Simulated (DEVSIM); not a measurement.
System: Ti/SiO2/n-GaAs capacitor, at 300 K.

| layer (left to right) | material | thickness (nm) | Nd (cm⁻³) |
|---|---|---|---|
| 1 | SiO2 | 19.0 | - |
| 2 | GaAs | 7400 | 7.5e15 |

Metal gate on the left, work function 4.33 eV. Fixed charge at the semiconductor interface 0 cm⁻² (in units of +e); interface traps 9.3e11 cm⁻² eV⁻¹, uniform in energy, neutral level at 0.5 of the gap above the valence band.

Constants are typed, rounded textbook-type inputs, not results; the design itself was drawn at random and stands for no fabricated device. Values at 300 K.

| parameter | SiO2 | GaAs |
|---|---|---|
| gap (eV) | 9 | 1.424 |
| affinity (eV) | 0.9 | 4.07 |
| permittivity | 3.9 | 12.9 |
| Nc (cm⁻³) | - | 4.7e17 |
| Nv (cm⁻³) | - | 9e18 |

DEVSIM, 1D Poisson equation in equilibrium, Boltzmann statistics, complete ionisation; no quantum confinement or tunnelling. Metal contacts follow the ideal Schottky-Mott rule: no Fermi-level pinning, no interface dipoles.

Problem. Give the band bending (positive: bands bend down) and minority sheet density.

Solution. 
```json
[
 {"Vg (V)": "-3.2", "ψs (V)": "-1.311", "minority carriers (cm⁻²)": "1.3e12"},
 {"Vg (V)": "-2.6", "ψs (V)": "-1.284", "minority carriers (cm⁻²)": "6.7e11"},
 {"Vg (V)": "-2", "ψs (V)": "-1.226", "minority carriers (cm⁻²)": "1.2e11"},
 {"Vg (V)": "-1.4", "ψs (V)": "-0.972", "minority carriers (cm⁻²)": "< 1e8"},
 {"Vg (V)": "-0.8", "ψs (V)": "-0.669", "minority carriers (cm⁻²)": "< 1e8"},
 {"Vg (V)": "-0.2", "ψs (V)": "-0.373", "minority carriers (cm⁻²)": "< 1e8"},
 {"Vg (V)": "0.4", "ψs (V)": "-0.095", "minority carriers (cm⁻²)": "< 1e8"},
 {"Vg (V)": "1", "ψs (V)": "0.081", "minority carriers (cm⁻²)": "< 1e8"}
]
```
